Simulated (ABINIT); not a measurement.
Worked example: relaxation of cell and atoms of ZrB₂ (P6/mmm, 3 atoms in the cell) in ABINIT.

Method of the run: PBE, PAW (JTH v2.0 PBE PAW) (plane waves; ABINIT 10.0.3).

Input as run:

```
# ZrB2, JTH v2.0 PBE PAW
pp_dirpath "./"
pseudos "Zr.GGA_PBE-JTH.xml, B.GGA_PBE-JTH.xml"
acell 3*1.0 Angstrom
rprim
         3.1896929028   -0.0000002275    0.0000000000
        -1.5948462544    2.7623551979    0.0000000000
         0.0000000000    0.0000000000    3.5772570000
natom 3
ntypat 2
znucl 40 5
typat 1 2 2
xcart
         0.0000000000    0.0000000000    0.0000000000
         0.0000001313    1.8415700561    1.7886285000
         1.5948465171    0.9207849143    1.7886285000
      Angstrom
ecut 544 eV
pawecutdg 1088 eV
occopt 6
tsmear 0.00183747
nband 14
kptopt 1
ngkpt 8 8 6
nshiftk 1
shiftk 0 0 0
nstep 100
tolvrs 1.0e-12
ionmov 2
ntime 40
tolmxf 5.0e-05
optcell 2
dilatmx 1.08
ecutsm 0.5
strtarget 3*-1.699465e-04 3*0.0
prtwf 0
prtden 0
enunit 1
```

Output (repeated stretches shortened):

```
--- !BeginCycle
solver: {iscf: 17, nstep: 100, nline: 4, wfoptalg: 10, }
tolerances: {tolvrs: 1.00E-12, }
...

     iter   Etot(hartree)      deltaE(h)  residm     nres2
 ETOT  1  -53.322999398227    -5.332E+01 2.977E-01 1.878E+01
 ETOT  2  -53.345408885694    -2.241E-02 5.041E-02 1.417E+00
 ETOT  3  -53.345710308649    -3.014E-04 1.504E-02 2.943E-01
 ETOT  4  -53.345755415799    -4.511E-05 3.663E-03 1.409E-03
 ETOT  5  -53.345758754478    -3.339E-06 9.532E-04 2.203E-04
   [... 4 lines left out ...]
 ETOT 10  -53.345758863011     1.868E-11 1.493E-04 2.099E-11
 ETOT 11  -53.345758863013    -1.890E-12 2.525E-04 2.932E-12
 ETOT 12  -53.345758863014    -7.816E-13 3.933E-04 2.063E-12
 ETOT 13  -53.345758863013     2.558E-13 5.434E-04 4.734E-14
 At SCF step   13       nres2   =  4.73E-14 < tolvrs=  1.00E-12 =>converged.

 Cartesian components of stress tensor (hartree/bohr^3)
  sigma(1 1)=  1.56032220E-04  sigma(3 2)=  0.00000000E+00
  sigma(2 2)=  1.56032220E-04  sigma(3 1)=  0.00000000E+00
  sigma(3 3)=  1.89244685E-04  sigma(2 1)=  7.29675637E-14

 ----iterations are completed or convergence reached----

 reduced coordinates (array xred) for    3 atoms
      -0.000000000000      0.000000000000      0.000000000000
       0.333333333333      0.666666666667      0.500000000000
       0.666666666667      0.333333333333      0.500000000000
 cartesian forces (eV/Angstrom) at end:
    1     -0.00000000000000    -0.00000000000000    -0.00000000000000
    2     -0.00000000000000    -0.00000000000000    -0.00000000000000
   [... lines left out ...]
 Fermi (or HOMO) energy (eV) =  12.94245   Average Vxc (eV)= -12.54557
   [... lines left out ...]
'-kT*entropy'       : -1.04756302818489E-05
total_energy        : -5.33458122073472E+01
total_energy_eV     : -1.45161337329760E+03
...

-Cartesian components of stress tensor (GPa)         [Pressure=  4.9971E+00 GPa]
- sigma(1 1)= -4.99666094E+00  sigma(3 2)=  0.00000000E+00
- sigma(2 2)= -4.99666095E+00  sigma(3 1)=  0.00000000E+00
- sigma(3 3)= -4.99785312E+00  sigma(2 1)=  2.25927152E-09

 Calculation completed.
```

The run converged. 

Summary of the result:
Free energy E − TS: -1451.61 eV
Fermi level (on the code's own zero): 12.94 eV
Pressure: 5.00 GPa
Final cell: a = 3.1512 Å, b = 3.1512 Å, c = 3.5148 Å, α = 90.00°, β = 90.00°, γ = 120.00°
Final volume per atom: 10.08 Å³
Relaxation steps: 5

The starting cell comes from a database of computed structures (which also holds hypothetical and non-ambient phases and stackings), without a prior relaxation at this level. Its lattice was rescaled by a random factor within 2.5 % of one. The relaxation keeps the symmetry of its start, so its end need not be a minimum.

These are the values that this program gave, and no reference: the one-centre exchange-correlation terms come from a truncated expansion.

Cost on one core of a shared machine: roughly 2 min.
